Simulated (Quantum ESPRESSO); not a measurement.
# Cost against accuracy: ecutwfc for Zr4O (R-3, 15 atoms in the cell)

Cell: a = 10.8761 Å, b = 10.8761 Å, c = 10.8761 Å, α = 30.11°, β = 30.11°, γ = 30.11°.

Method of the run: PBEsol, GBRV 1.5 ultrasoft (PBESOL) pseudopotentials (plane waves; Quantum ESPRESSO 7.5).

Base settings: ecutwfc = 40 Ry; ecutrho = 320 Ry; occupations = smearing; smearing = mp; degauss = 0.0036749 Ry; potentials = {Zr: zr_pbesol_v1.uspp.F.UPF, O: o_pbesol_v1.2.uspp.F.UPF}; K_POINTS = automatic 4 4 4 0 0 0; conv_thr = 1e-09 Ry; mixing_beta = 0.4.

Misses are taken against the tightest run, 40 Ry, which need not be fully converged itself. The energy is the free energy per atom.

The count of work is k-points × plane waves × bands × iterations; it is no time, and leaves out set-up, grids and terms that scale otherwise. Core times come from one kind of shared machine and are given to one figure; runs under 30 s give none.

The starting cell comes from a database of computed structures (which also holds hypothetical and non-ambient phases and stackings), without a prior relaxation at this level. In the base run, with a pressure of about -4 GPa the cell is away from its equilibrium volume at this level.

The runs (ecutwfc): 16 Ry (ecutrho: 320 Ry → 128 Ry) | 20 Ry (ecutrho: 320 Ry → 160 Ry) | 24 Ry (ecutrho: 320 Ry → 192 Ry) | 28 Ry (ecutrho: 320 Ry → 224 Ry) | 32 Ry (ecutrho: 320 Ry → 256 Ry) | 36 Ry (ecutrho: 320 Ry → 288 Ry) | 40 Ry.

Q: Which is the coarsest setting among those run that, with all tighter ones, holds the energy within 20 meV/atom of the reference, and what does it save?

A: 32 Ry (ecutrho: 320 Ry → 256 Ry), off by 11 meV/atom; its saving against the reference is no more than about a factor of 2 in the count of work.

Q: Which is the coarsest setting among those run that, with all tighter ones, holds the energy within 5 meV/atom of the reference, and what does it save?

A: 36 Ry (ecutrho: 320 Ry → 288 Ry), off by 1.6 meV/atom; its saving against the reference is no more than about a factor of 2 in the count of work.

Q: What does the step from 20 Ry (ecutrho: 320 Ry → 160 Ry) to 36 Ry (ecutrho: 320 Ry → 288 Ry) buy?

A: It takes the miss in the energy from 650 to 1.6 meV/atom, for 2.2 times the count of work and roughly 2 times the time.

| ecutwfc | energy less reference (meV/atom) | pressure less reference (GPa) | largest difference in the force on any atom (eV/Å) | count of work / reference | core time / reference (rough) |
|---|---|---|---|---|---|
| 16 Ry (ecutrho: 320 Ry → 128 Ry) | 2282.94 | -66.90 | 0.189 | 0.23 | 0.2 |
| 20 Ry (ecutrho: 320 Ry → 160 Ry) | 652.49 | -21.90 | 0.074 | 0.38 | 0.2 |
| 24 Ry (ecutrho: 320 Ry → 192 Ry) | 190.40 | -7.80 | 0.021 | 0.50 | 0.4 |
| 28 Ry (ecutrho: 320 Ry → 224 Ry) | 51.74 | -2.80 | 0.002 | 0.63 | 0.4 |
| 32 Ry (ecutrho: 320 Ry → 256 Ry) | 11.13 | -0.82 | 0.001 | 0.71 | 0.5 |
| 36 Ry (ecutrho: 320 Ry → 288 Ry) | 1.62 | -0.15 | 0.001 | 0.85 | 0.6 |
| 40 Ry | 0.00 | 0.00 | 0.000 | 1.0 | 1 |
